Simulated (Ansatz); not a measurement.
**A computed series for CdTe: pressure series**

Consider CdTe in the zinc blende structure (space group F-43m, No. 216; a = 6.6180 Å).

Cell and atoms are relaxed at each pressure.

Method: PBE (Ansatz, a program for electronic structure), no spin-orbit coupling.

| pressure (GPa) | volume per atom (Å³/atom) |
|---|---|
| -2 | 38.747 |
| -1 | 37.379 |
| 0 | 36.233 |
| 1.8 | 34.612 |
| 4.2 | ? |
| 9 | 30.554 |
| 30 | 25.256 |
| 45 | 23.242 |
| 60 | 21.799 |

Task: Fit the third-order Birch–Murnaghan form P(V) = (3B₀/2)[(V₀/V)^(7/3) − (V₀/V)^(5/3)]·[1 + (3/4)(B₀′ − 4)((V₀/V)^(2/3) − 1)] (squares taken in P) to the rows shown and predict the withheld row.

Result: Least squares on the printed values gives V₀ = 36.245 Å³/atom, B₀ = 35.4 GPa, B₀′ = 4.7; this predicts 32.962 Å³/atom, and the run gives 32.951 Å³/atom, 0.011 lower.

Measured bulk modulus of CdTe: 43.7 GPa (room temperature; as listed in Elmahjoubi et al., arXiv (2023)); the computed value is for a static lattice, so the two differ by thermal effects too.

Load acts through the strain it causes; cell and atoms are relaxed under it. Stability against distortions was not tested. Measured, CdTe leaves this structure (for cinnabar) near 3.53 GPa (temperature not stated; as listed in Datta, Sujoy, Jana, Debnarayan, arXiv (2020)), on rising pressure, with hysteresis.
